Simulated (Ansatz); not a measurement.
**ZnCu, response to strain**

The parent structure is ZnCu in the CsCl type structure (space group Pm-3m, No. 221; a = 2.9085 Å; relaxed with 0.1 eV smearing).

Strains are applied to the cell and any free atomic positions relax.

Calculations: Ansatz (a first-principles code), PBEsol, PAW, cutoff 420 eV, spin-orbit coupling left out.

Candidates:
(a) isotropic strain +2.50 %
(b) isotropic strain +1.00 %
(c) isotropic strain +3.00 %
(d) isotropic strain −3.00 %

Notes on the quantities. energy relative to the base: free energy F.

Question: Order them by energy relative to the base, lowest first.

Answer: (b) isotropic strain +1.00 % (+4.5 meV/atom), (a) isotropic strain +2.50 % (+27 meV/atom), (c) isotropic strain +3.00 % (+38 meV/atom), (d) isotropic strain −3.00 % (+48 meV/atom)

Stability against distortions was not tested. The final runs are not spin-polarised.
